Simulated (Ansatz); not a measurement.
Response to strain in CdTe

The reference is CdTe in the zinc blende structure (space group F-43m, No. 216; a = 6.558 Å). Axes: x, y, z lie along the cube axes.

Strains are applied to the cell and any free atomic positions relax; under biaxial strain the out-of-plane vector relaxes too; under stress the whole cell relaxes.

The values are results of Ansatz (a quantum-chemistry and plane-wave program) r2SCAN, no spin-orbit coupling, not measurements.

Notes on the quantities. energy relative to the base: free energy F; pressure: mean of the normal stresses, compression positive.

```csv
case,band gap,energy relative to the base,pressure,shortest interatomic distance
base,1.17 eV,0 meV/atom,0.0 kbar,2.840 Å
"biaxial strain +0.79 %, plane normal [110], relaxed out of plane",1.09 eV,+0.9 meV/atom,-3.5 kbar,2.845 Å
"biaxial strain −1.18 %, plane normal [111], relaxed out of plane",1.17 eV,+2.2 meV/atom,?,2.824 Å
isotropic strain −1.09 %,1.27 eV,?,14.3 kbar,2.809 Å
isotropic strain +2.79 %,0.91 eV,+28 meV/atom,-27.5 kbar,2.919 Å
uniaxial strain ε_xx = +0.81 %,1.13 eV,?,-3.2 kbar,2.847 Å
uniaxial strain ε_zz = −1.00 %,1.18 eV,+0.6 meV/atom,4.1 kbar,2.830 Å
tensor shear ε_xy = −1.02 %,1.11 eV,+0.9 meV/atom,0.0 kbar,2.836 Å
tensor shear ε_xy = +1.19 %,1.10 eV,+1.2 meV/atom,0.0 kbar,2.835 Å
"uniaxial stress, 0.5 GPa tension along x",1.12 eV,+1.0 meV/atom,–,2.844 Å
```

Question: Some entries are withheld; estimate them.

Answer: 
- biaxial strain −1.18 %, plane normal [111], relaxed out of plane, pressure: 5.8 kbar
- isotropic strain −1.09 %, energy relative to the base: +4.9 meV/atom
- uniaxial strain ε_xx = +0.81 %, energy relative to the base: +0.4 meV/atom

A biaxial case was relaxed in a doubled cell and then solved in the primitive one. With Te present, leaving out spin-orbit coupling can change the band edges. Stability under load was not tested beyond the relaxation.
